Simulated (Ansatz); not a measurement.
The starting structures come from a database of crystals and need not be the phases stable at ambient conditions.

Inside the gap of an insulator the Bloch states are evanescent, with a wavenumber k + iκ along the transport direction.

Given:

```xyz
7
Lattice="7.0092 -0.1051 0.0614 -1.4348 7.9564 -0.0464 1.1838 -0.8480 3.8898" Properties=species:S:1:pos:R:3 pbc="T T T"
Al     5.5453     4.3575     1.4798
Al     1.2129     2.6458     2.4251
Te     4.2563     6.4252     2.3228
Te     2.5019     0.5781     1.5821
Te     0.0000     0.0000     0.0000
Te     1.0961     4.6963     0.6902
Te     5.6621     2.3070     3.2147
```

Space group of this cell: C2/m. The cell was relaxed by PBE-D3(BJ); by r2SCAN its mean pressure is 1.4 GPa.

Transport runs along the normal of the first two printed cell vectors.

The gap is the functional's own. No spin-orbit coupling. Mid-gap values are interpolated on the energy grid.

Problem. State the band gap and the smallest decay constant κ at mid-gap according to r2SCAN (Ansatz, an electronic-structure program).

Solution. Gap 1.08 eV on a 8×8×8 mesh; κ = 0.124 1/Å, at the zone centre.
